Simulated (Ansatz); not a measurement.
The reference is V in the bcc (W type) structure (space group Im-3m, No. 229; a = 2.959 Å).

All numbers come from PBEsol (Ansatz, a first-principles code, PAW, without spin-orbit coupling).

For the base:

- Lattice parameter a = 2.959 Å

Modification: Ta takes the place of V on all its sites, then cell and atoms are relaxed.

Problem. How does this affect the lattice parameter a?

Solution. The lattice parameter a rises by 0.323 Å, from 2.959 Å to 3.282 Å.

No phonon test of stability was made. Seeded moments were not kept for the base. The final runs are not spin-polarised.
